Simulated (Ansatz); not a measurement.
Consider CdSe in the wurtzite structure (space group P6_3mc, No. 186; a = 4.340 Å, c = 7.078 Å). Axes: x lies along a and z along c of the hexagonal cell.

Computed with r2SCAN, PAW, 500 eV (Ansatz, a first-principles code; no spin-orbit coupling).

Strains are applied to the cell and any free atomic positions relax; under biaxial strain the out-of-plane vector relaxes too.

One change was made to it. Results:

The electron mass changes from 0.093 mₑ along c, 0.10 mₑ across (at Γ) to 0.093 mₑ along z, 0.100 mₑ across (at Γ); the gap character stays direct at Γ; the band gap shrinks by 0.050 eV (1.11 eV → 1.05 eV).

Task: Which change produced these results?
A. uniaxial strain ε_zz = −2.25 %
B. biaxial strain +0.68 %, plane normal [001], relaxed out of plane
C. biaxial strain −3.28 %, plane normal [001], relaxed out of plane
D. tensor shear ε_yz = +1.83 %

Result: D, tensor shear ε_yz = +1.83 %. For comparison, the band gap in the other runs: biaxial strain −3.28 %, plane normal [001], relaxed out of plane gives 1.00 eV; biaxial strain +0.68 %, plane normal [001], relaxed out of plane gives 1.10 eV; uniaxial strain ε_zz = −2.25 % gives 1.16 eV.

Effective masses come from finite differences of ±0.01 Å⁻¹. Stability against distortions was not tested. Labels are those of the standard path for the cell's own space group.
